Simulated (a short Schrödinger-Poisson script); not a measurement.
## MOS inversion layer, Si3N4 on p-type Si(111)

Structure: MOS inversion layer, Si3N4 on p-type Si(111), at 300 K.

```
layer  material  thickness (nm)  Na (cm⁻³)
-----  --------  --------------  ---------
1         Si3N4             1.7          -
2            Si            1400     2.7e17
```

The device is made up for the run: typed textbook-type constants, with dimensions and the other settings drawn at random. Si3N4: permittivity 7.5, conduction-band edge (eV) 1.95, gap (eV) 5.1, electron mass (mₑ) 0.5. Si: permittivity 11.7, conduction-band edge (eV) 0, gap (eV) 1.124, Nv at 300 K (cm⁻³) 3.1e19.

Channel valleys (confinement mass, in-plane density-of-states mass, number): Δ6 0.258, 0.358, 6. At the gate the conduction-band edge of layer 1 lies 2.43 eV − eVg above the Fermi level of the channel; the field vanishes at the back. Gaps are held at their typed values at every temperature. Mesh 0.03 nm at interfaces.

From a short Schrödinger-Poisson script (our own, NumPy): 1D Poisson equation in equilibrium, electrons quantum, Hartree (BenDaniel-Duke, 12 states a valley, the channel's in-plane mass for all, wave functions ending at the dielectric), parabolic valleys, classical holes, full ionisation, no traps, pinning or gate leakage.

| Vg (V) | electrons (cm⁻²) | C (μF/cm²) | Δ6 E0 (meV) | Δ6 E1 (meV) |
|---|---|---|---|---|
| 0.2 | 1.06e6 | 0.179 | 438.9 | 509.2 |
| 0.25 | 6.04e6 | 0.173 | 393.7 | 465.9 |
| 0.3 | 3.49e7 | 0.168 | 348.2 | 422.4 |
| 0.35 | 2.02e8 | 0.164 | 302.6 | 378.5 |
| 0.4 | 1.18e9 | 0.164 | 257.0 | 334.6 |
| 0.45 | 6.84e9 | 0.189 | 211.4 | 290.7 |
| 0.5 | 3.73e10 | 0.331 | 167.5 | 248.4 |
| 0.55 | 1.61e11 | 0.753 | 129.5 | 212.4 |
| 0.6 | 4.54e11 | 1.27 | 102.5 | 187.8 |
| 0.65 | 8.94e11 | 1.62 | 84.6 | 172.8 |
| 0.7 | 1.43e12 | 1.84 | 72.1 | 163.3 |
| 0.75 | 2.02e12 | 1.98 | 62.8 | 156.9 |
| 0.8 | 2.65e12 | 2.09 | 55.3 | 152.4 |
| 0.85 | 3.32e12 | 2.17 | 49.1 | 149.1 |
| 0.9 | 4.00e12 | 2.24 | 43.8 | 146.6 |
| 0.95 | 4.71e12 | 2.30 | 39.1 | 144.7 |
| 1 | 5.44e12 | 2.34 | 34.9 | 143.3 |
| 1.05 | 6.18e12 | 2.39 | 31.2 | 142.2 |
| 1.1 | 6.93e12 | 2.42 | 27.7 | 141.3 |
| 1.15 | 7.69e12 | 2.46 | 24.6 | 140.6 |
| 1.2 | 8.46e12 | 2.49 | 21.6 | 140.1 |

Subbands count from the Fermi level.
